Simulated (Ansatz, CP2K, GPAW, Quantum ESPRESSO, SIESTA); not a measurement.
Code comparison for NiPtF6 (R-3, 8 atoms in the cell)

Self-consistent single point.

```
CELL_PARAMETERS angstrom
      2.45105     1.41511     4.54170
     -2.45105     1.41511     4.54170
      0.00000    -2.83022     4.54170
ATOMIC_POSITIONS crystal
  Ni 0.00000 0.00000 0.00000
  Pt 0.50000 0.50000 0.50000
  F  0.90388 0.25259 0.59311
  F  0.09612 0.74741 0.40689
  F  0.59311 0.90388 0.25259
  F  0.40689 0.09612 0.74741
  F  0.25259 0.59311 0.90388
  F  0.74741 0.40689 0.09612
```
Moments meant for the start (each program seeds them in its own way; μB, in the order of the atoms Ni Pt F F F F F F): 2.0 0.0 0.0 0.0 0.0 0.0 0.0 0.0.

Shared settings, as Ansatz (a quantum-chemistry and plane-wave program) writes them: kpoints.mp_grid.grid = 4 4 4; scf.occupations.method = fermi_dirac; scf.occupations.width = 0.02 eV. Potentials and cutoffs stand in the table.

```tsv
code	model	pressure (GPa)	largest force (eV/Å)	gap on the mesh (eV)	size of the net moment (μB/atom)	cutoff
CP2K	LDA (Pade form), GPW, DZVP-MOLOPT-SR-GTH basis, GTH-PADE potentials (GTH_POTENTIALS)	-13.00	0.830	0.779	0.25	grid 600 Ry
Quantum ESPRESSO	LDA (PZ), GBRV 1.5 ultrasoft (LDA) pseudopotentials	-6.46	0.275	0.657	0.25	50 Ry
SIESTA	LDA PW92, numerical atomic orbitals DZP, PseudoDojo LDA standard norm-conserving potentials (rewritten from UPF to PSML)	-11.12	0.537	0.651	0.25	grid 350 Ry
Ansatz	LDA (PW92), PAW files made with PBE	-7.51	0.278	0.724	0.25	default
GPAW	LDA (Perdew-Wang 92), GPAW PAW datasets LDA (gpaw-data 1.0.1)	–	0.411	0.729	0.25	900 eV
```

A dash marks a value that a program does not give, or that is left out as unsure.

Gaps are read on the mesh.

On Ansatz's run: spin-orbit coupling is off. With one magnetic atom in the cell only a parallel order is possible.

The spread over the programs that give each value: pressure within 6.54 GPa; largest force within 0.555 eV/Å; gap on the mesh within 0.128 eV; size of the net moment within 0.00 μB/atom.

CP2K and SIESTA use small atom-centred bases, whose incompleteness enters pressures, forces and empty levels differently from a plane-wave cutoff. Ansatz's pressure is given at a fixed set of plane waves, as the other plane-wave codes print theirs; with its correction for the finite basis it is -6.80 GPa (the shift of 0.71 GPa shows how far the cutoff is from converged). The pressure of GPAW is left out: its cutoff lies under the one at which its stress was checked. The same LDA comes in different parametrisations, which differ slightly. In the pressure, CP2K (by 6.01) and SIESTA (by 4.13) lie more than 1 GPa from the median of the plane-wave programs. In the force vectors, CP2K (by 0.683), SIESTA (by 0.588) and GPAW (by 0.287) lie more than 0.08 eV/Å from the median of the plane-wave programs.

The starting cell comes from a database of computed structures (which also holds hypothetical and non-ambient phases and stackings), without a prior relaxation at this level.

Keys are those of Ansatz 0.2.
